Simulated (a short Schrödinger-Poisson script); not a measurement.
Structure: MOS inversion layer, HfO2 on p-type Si(100), at 300 K.

```tsv
layer	material	thickness (nm)	Na (cm⁻³)
1	HfO2	11.1	-
2	Si	740	3.4e17
```

The device is made up for the run: typed textbook-type constants, with dimensions and the other settings drawn at random. HfO2: permittivity 22, conduction-band edge (eV) 1.55, gap (eV) 5.7, electron mass (mₑ) 0.2. Si: permittivity 11.7, conduction-band edge (eV) 0, gap (eV) 1.124, Nv at 300 K (cm⁻³) 3.1e19.

Channel valleys (confinement mass, in-plane density-of-states mass, number): Δ2 0.916, 0.19, 2; Δ4 0.19, 0.417, 4. At the gate the conduction-band edge of layer 1 lies 1.63 eV − eVg above the Fermi level of the channel; the field vanishes at the back. Gaps are held at their typed values at every temperature. Mesh 0.03 nm at interfaces.

Solved with a short Schrödinger-Poisson script written for these runs: 1D Poisson equation in equilibrium, electrons quantum, Hartree (BenDaniel-Duke, 12 states a valley, the channel's in-plane mass for all, wave functions ending at the dielectric), parabolic valleys, classical holes, full ionisation, no traps, pinning or gate leakage.

The same stack at other levels of the model or other numerical settings:

```tsv
run	sheet density of all electrons at Vg = 1.7 V (cm⁻²)	sheet density of all electrons at Vg = 0.5 V (cm⁻²)	capacitance at Vg = 1.7 V (μF/cm²)	centroid of the channel electrons at Vg = 1.7 V (nm)	rough cost against the base
base	1.21e13	1.60e12	1.47	1.42	about 1
electrons treated as classical, Boltzmann	1.46e13	2.38e12	1.69	0.36	0.03
electrons treated as classical, Fermi-Dirac	1.40e13	2.31e12	1.60	0.58	0.2
mesh six times as coarse	1.21e13	1.60e12	1.47	1.41	0.2
one subband a valley	1.21e13	1.58e12	1.47	1.39	0.5
```

The classical rows ignore confinement, and Boltzmann statistics overrate the density once the band edge passes the Fermi level.
